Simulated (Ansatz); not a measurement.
Consider MgO in the rock salt structure (space group Fm-3m, No. 225; a = 4.204 Å). Axes: x, y, z lie along the cube axes.

Now apply this change: uniaxial strain ε_zz = +1.50 %, all other strain components held at zero, atoms relaxed at fixed cell.

Computed with Ansatz (a program for electronic structure) r2SCAN, without spin-orbit coupling.

Task: Give the band edges at the high-symmetry points of the new zone, measured from its valence-band maximum.

Result: 
| point | valence edge (eV) | conduction edge (eV) |
|---|---|---|
| Γ | 0.00 | 5.51 |
| X | -1.35 | 9.96 |
| P | -1.72 | 12.60 |
| N | -0.67 | 8.74 |
| M | -1.33 | 10.11 |
| S | -1.13 | 11.12 |
| S₀ | -1.13 | 11.12 |
| R | -1.80 | 12.44 |
| G | -1.80 | 12.44 |

The gap is 5.51 eV, direct at Γ.

Gaps are read on the SCF mesh and a high-symmetry path. No phonon test of stability was made. Labels are those of the standard path for the cell's own space group.
